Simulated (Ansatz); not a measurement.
**How a calculation on Cu₂SnHgO₄ (I-4, 8 atoms in the cell) responds to its settings**

```
CELL_PARAMETERS angstrom
     -2.30999     2.30999     4.62723
      2.30999    -2.30999     4.62723
      2.30999     2.30999    -4.62723
ATOMIC_POSITIONS crystal
  Cu 0.00000 0.00000 0.00000
  Cu 0.75000 0.25000 0.50000
  Hg 0.25000 0.75000 0.50000
  Sn 0.50000 0.50000 0.00000
  O  0.62900 0.62800 0.51300
  O  0.11500 0.11600 0.48700
  O  0.37200 0.88500 0.00100
  O  0.88400 0.37100 0.99900
```

Base run A: PBE in Ansatz (a program for electronic structure), self-consistent single point.

Its settings: kpoints.mp_grid.grid = 8 8 8; hamiltonian.xc = pbe; hamiltonian.pseudopotentials = {kind: paw} (the program's default PAW files); scf.occupations.method = fermi_dirac; scf.occupations.width = 0.136 eV.

The starting cell was generated: these elements placed on a structure prototype, without a prior relaxation; it need not be a known phase or ordering of this composition. Spin polarisation is off, so a magnetic state, if there is one, cannot be reached. In the base run, with a pressure of about 32 GPa the cell is away from its equilibrium volume at this level. In the base run, forces exceed 1 eV/Å. Ansatz's pressure includes its estimate of the finite-basis (Pulay) stress. The run gives no clean gap (levels at the Fermi energy touch, overlap or are partly filled at this smearing), which alone does not show that the compound is a metal.

ΔF is the free energy per atom less that of run A. 

Run A gave: pressure (GPa) 31.54; largest force (eV/Å) 4.126; TS (meV/atom) 29.0.

Runs:
- B: scf.occupations.method, scf.occupations.width = gaussian, 0.1 eV
- C: scf.occupations.method, scf.occupations.width = gaussian, 0.3 eV
- D: scf.occupations.method, scf.occupations.width = fermi_dirac, 0.1 eV
- E: scf.occupations.method, scf.occupations.width = fermi_dirac, 0.3 eV
- F: scf.occupations.method, scf.occupations.width = methfessel_paxton, 0.2 eV
- G: scf.occupations.method, scf.occupations.width = methfessel_paxton, 0.3 eV
- H: scf.occupations.method, scf.occupations.width = cold, 0.2 eV
- I: scf.occupations.method, scf.occupations.width = cold, 0.3 eV
- J: scf.occupations.method, scf.occupations.width = tetrahedron, default

**Question.** What does run E change against A?

**Answer.** The free energy falls by 53.0 meV/atom, the pressure goes from 31.54 to 32.46 GPa and the largest force goes from 4.126 to 4.015 eV/Å.

**Question.** What does run B change against A?

**Answer.** The free energy rises by 13.4 meV/atom, the pressure goes from 31.54 to 31.29 GPa and the largest force goes from 4.126 to 4.157 eV/Å.

```
run  ΔF (meV/atom)  pressure (GPa)  largest force (eV/Å)  TS (meV/atom)
---  -------------  --------------  --------------------  -------------
A             0.00           31.54                 4.126           29.0
B             13.4           31.29                 4.157            2.3
C              4.1           31.44                 4.136           20.7
D              6.7           31.40                 4.144           15.8
E            -53.0           32.46                 4.015          126.2
F             14.9           31.24                 4.156           -1.2
G             15.7           31.19                 4.161           -3.1
H             16.9           31.17                 4.144           -6.1
I             20.5           31.10                 4.138          -13.4
J             14.6           31.29                 4.163            0.0
```

Keys are those of Ansatz 0.2.
